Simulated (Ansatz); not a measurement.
System: ZnSe2 (Pa-3, No. 205, 12 atoms in the cell; start mp-1102515). Method: HSE06 (plane waves, PAW; Ansatz, a first-principles code).

Run with plane-wave cutoff 460 eV, 4×4×4 k mesh, Fermi–Dirac smearing 0.01 eV, scalar-relativistic PAW data made under PBE.

Cell (relaxed with PBEsol):

Space group Pa-3 (No. 205); a = 6.2388 Å, b = 6.2388 Å, c = 6.2388 Å, α = 90.00°, β = 90.00°, γ = 90.00°

| atom | site | symmetry | x | y | z |
|---|---|---|---|---|---|
| Zn | 4a | .-3. | 0.0000 | 0.0000 | 0.0000 |
| Se | 8c | .3. | 0.3900 | 0.3900 | 0.3900 |

Question: Estimate the band gap and smallest direct gap on the k points sampled that the calculation returns.

Answer: 
band gap: 1.67 eV (indirect)
smallest direct gap on the k points sampled: 1.79 eV

Note: cell and atoms aren't relaxed at this level (largest force component 0.23 eV/Å, pressure 2.1 GPa).

Spin–orbit coupling is not included.

Static lattice: no zero-point or thermal effects.

A start named mp-… is a Materials Project structure, which need not be a measured phase.
